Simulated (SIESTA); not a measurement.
Worked example: self-consistent single point of Ti₃Al (P1, 4 atoms in the cell) in SIESTA.

Method: GGA PBEsol, numerical atomic orbitals DZP, PseudoDojo PBEsol standard norm-conserving potentials (rewritten from UPF to PSML) run with SIESTA 5.4.2.

The change in words: atoms moved at random. Reference geometry:
```
Ti3Al
1.0
    2.92754     0.00000     0.00000
   -1.46377     2.53532     0.00000
    0.00000     0.00000     9.22636
Ti Al
3 1
Cartesian
  1.46377   0.84511   0.00000
  0.00000   1.69022   6.92521
  0.00000   1.69022   2.30115
  1.46377   0.84511   4.61318
```

Reference input (self-consistent single point, DFT, GGA PBEsol, numerical atomic orbitals DZP, PseudoDojo PBEsol standard norm-conserving potentials (rewritten from UPF to PSML)): XC.functional = GGA; XC.authors = PBEsol; potentials = PseudoDojo PBEsol standard; PAO.BasisSize = DZP; PAO.EnergyShift = 0.01 Ry; MeshCutoff = 300 Ry; kgrid.MonkhorstPack = 10 10 3; OccupationFunction = MP; OccupationMPOrder = 0; ElectronicTemperature = 0.136 eV; MaxSCFIterations = 150; SCF.Mixer.Method = Pulay. This run's input differs from it in these lines:

```diff
@@ -18,6 +18,6 @@
 %block AtomicCoordinatesAndAtomicSpecies
-     0.666667000    0.333333000    0.000000000  1
-     0.333333000    0.666667000    0.750590000  1
-     0.333333000    0.666667000    0.249410000  1
-     0.666667000    0.333333000    0.500000000  2
+     0.688165000    0.349404000   -0.001624000  1
+     0.326269000    0.671286000    0.755466000  1
+     0.326021000    0.675184000    0.245484000  1
+     0.659545000    0.304125000    0.500674000  2
 %endblock AtomicCoordinatesAndAtomicSpecies
```

Log, with long lists cut:

```
        iscf     Eharris(eV)        E_KS(eV)     FreeEng(eV)     dDmax    Ef(eV) dHmax(eV)
   scf:    1    -4868.290996    -4898.360634    -4898.387067  1.594803 -4.788064  8.397961
   scf:    2    -4901.813876    -4900.336609    -4900.362118  0.087177 -5.054893  6.070933
   scf:    3    -4901.703078    -4901.340479    -4901.366117  0.096187 -5.311481  4.694253
   scf:    4    -4902.110111    -4901.968924    -4901.996397  0.058243 -5.499214  2.574112
   scf:    5    -4902.263073    -4902.240497    -4902.269524  0.052895 -5.649496  1.701394
   [... 10 lines left out ...]
   scf:   16    -4902.445295    -4902.445295    -4902.474549  0.000036 -5.793267  0.000476
   scf:   17    -4902.445296    -4902.445295    -4902.474549  0.000035 -5.793300  0.000393
   scf:   18    -4902.445297    -4902.445296    -4902.474549  0.000037 -5.793355  0.000203
   scf:   19    -4902.445296    -4902.445296    -4902.474549  0.000006 -5.793363  0.000051
SCF Convergence by DM+H criterion
max |DM_out - DM_in|         :     0.0000055635
max |H_out - H_in|      (eV) :     0.0000506560
SCF cycle converged after 19 iterations

Using DM_out to compute the final energy and forces

siesta: E_KS(eV) =            -4902.4453

siesta: E_KS - E_eggbox =     -4902.4453

siesta: Atomic forces (eV/Ang):
     1   -0.079417   -0.029326    0.114412
     2    0.073185   -0.057743   -0.237983
     3    0.077999   -0.082645    0.150326
     4   -0.072661    0.170843   -0.024920
   Tot   -0.000895    0.001129    0.001834
   Max    0.237983
   Res    0.114084    sqrt( Sum f_i^2 / 3N )
   Max    0.237983    constrained

Stress tensor Voigt[x,y,z,yz,xz,xy] (kbar):       55.22       50.91       42.74       -0.10        0.09       -8.22
(Free)E + p*V (eV/cell)    -4904.5956
   [... lines left out ...]
siesta: FreeEng =     -4902.474549
   [... lines left out ...]
siesta:     0.034467   -0.005131    0.000055
siesta:    -0.005131    0.031774   -0.000062
siesta:     0.000055   -0.000062    0.026677

siesta: Cell volume =         68.480465 Ang**3

siesta: Pressure (static):
siesta:                Solid            Molecule  Units
siesta:          -0.00033734         -0.00024147  Ry/Bohr**3
siesta:          -0.03097274         -0.02217099  eV/Ang**3
siesta:         -49.62380388        -35.52184535  kBar
```

The run converged in 19 iterations. Against the reference run the free energy rises by 4.5 meV/atom, the pressure goes from -5.24 to -4.96 GPa and the largest force goes from 0.099 to 0.256 eV/Å.

The starting cell comes from a database of computed structures (which also holds hypothetical and non-ambient phases and stackings), without a prior relaxation at this level. For this run, on top of that: atoms moved at random. Spin polarisation is off. Values carry the incompleteness of an atom-centred basis. With a pressure of about -5 GPa the cell is away from its equilibrium volume at this level.

Cost on one core of a shared machine: roughly 80 s.
